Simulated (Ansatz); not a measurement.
**How a calculation on LuB2Ru3 (P6/mmm, 6 atoms in the cell) responds to its settings**

```yaml
crystal:
  lattice:
    - [5.43900, 0.00000, 0.00000]
    - [-2.71950, 4.71031, 0.00000]
    - [0.00000, 0.00000, 3.01600]
  atoms:
    - { symbol: Ru, position: [0.50000, 0.00000, 0.50000] }
    - { symbol: Ru, position: [0.50000, 0.50000, 0.50000] }
    - { symbol: Ru, position: [0.00000, 0.50000, 0.50000] }
    - { symbol: Lu, position: [0.00000, 0.00000, 0.00000] }
    - { symbol: B, position: [0.33333, 0.66667, 0.00000] }
    - { symbol: B, position: [0.66667, 0.33333, 0.00000] }
```

Base run A: PBEsol, default PAW files made with PBE in Ansatz (a program for electronic structure), self-consistent single point.

Its settings: basis.ecutwfc = 420 eV; kpoints.mp_grid.grid = 4 4 6; hamiltonian.xc = pbesol; hamiltonian.pseudopotentials = {kind: paw} (the program's default PAW files); scf.occupations.method = methfessel_paxton; scf.occupations.width = 0.05 eV.

The starting cell comes from a database of published, mostly measured structures (it also holds non-ambient and calculated ones), without a prior relaxation at this level. Spin polarisation is off. In the base run, with a pressure of about -4 GPa the cell is away from its equilibrium volume at this level. Ansatz's pressure includes its estimate of the finite-basis (Pulay) stress. Without a gap this mesh is coarse (it stands for a supercell whose shortest vector is 18 Å).

ΔF is the free energy per atom less that of run A. 

Run A gave: pressure (GPa) -4.03; TS (meV/atom) 0.1; k-points 16.

Runs:
- B: kpoints.mp_grid.grid, scf.occupations.width = 3 3 4, 0.03 eV
- C: kpoints.mp_grid.grid, scf.occupations.width = 3 3 4, 0.1 eV
- D: kpoints.mp_grid.grid, scf.occupations.width = 3 3 4, 0.3 eV
- E: kpoints.mp_grid.grid, scf.occupations.width = 3 3 5, 0.03 eV
- F: kpoints.mp_grid.grid, scf.occupations.width = 3 3 5, 0.1 eV
- G: kpoints.mp_grid.grid, scf.occupations.width = 3 3 5, 0.3 eV
- H: kpoints.mp_grid.grid, scf.occupations.width = 4 4 6, 0.03 eV
- I: kpoints.mp_grid.grid, scf.occupations.width = 4 4 6, 0.1 eV
- J: kpoints.mp_grid.grid, scf.occupations.width = 4 4 6, 0.3 eV
- K: kpoints.mp_grid.grid, scf.occupations.width = 5 5 7, 0.03 eV
- L: kpoints.mp_grid.grid, scf.occupations.width = 5 5 7, 0.1 eV
- M: kpoints.mp_grid.grid, scf.occupations.width = 5 5 7, 0.3 eV

Question: What does run M change against A?

Answer: The free energy rises by 2.6 meV/atom and the pressure moves little (-4.03 to -3.95 GPa).

```json
[
 {"run": "A", "ΔF (meV/atom)": "0.00", "pressure (GPa)": "-4.03", "TS (meV/atom)": "0.1", "k-points": "16"},
 {"run": "B", "ΔF (meV/atom)": "-3.5", "pressure (GPa)": "-4.04", "TS (meV/atom)": "0.2", "k-points": "9"},
 {"run": "C", "ΔF (meV/atom)": "-4.0", "pressure (GPa)": "-4.14", "TS (meV/atom)": "0.6", "k-points": "9"},
 {"run": "D", "ΔF (meV/atom)": "-4.5", "pressure (GPa)": "-4.18", "TS (meV/atom)": "0.2", "k-points": "9"},
 {"run": "E", "ΔF (meV/atom)": "9.3", "pressure (GPa)": "-3.62", "TS (meV/atom)": "0.0", "k-points": "9"},
 {"run": "F", "ΔF (meV/atom)": "9.7", "pressure (GPa)": "-3.60", "TS (meV/atom)": "-1.1", "k-points": "9"},
 {"run": "G", "ΔF (meV/atom)": "10.7", "pressure (GPa)": "-3.66", "TS (meV/atom)": "0.3", "k-points": "9"},
 {"run": "H", "ΔF (meV/atom)": "0.06", "pressure (GPa)": "-4.04", "TS (meV/atom)": "0.1", "k-points": "16"},
 {"run": "I", "ΔF (meV/atom)": "-0.09", "pressure (GPa)": "-4.04", "TS (meV/atom)": "0.0", "k-points": "16"},
 {"run": "J", "ΔF (meV/atom)": "-0.61", "pressure (GPa)": "-3.99", "TS (meV/atom)": "1.9", "k-points": "16"},
 {"run": "K", "ΔF (meV/atom)": "3.8", "pressure (GPa)": "-3.91", "TS (meV/atom)": "0.1", "k-points": "20"},
 {"run": "L", "ΔF (meV/atom)": "3.7", "pressure (GPa)": "-3.93", "TS (meV/atom)": "0.0", "k-points": "20"},
 {"run": "M", "ΔF (meV/atom)": "2.6", "pressure (GPa)": "-3.95", "TS (meV/atom)": "2.4", "k-points": "20"}
]
```

Keys are those of Ansatz 0.2.
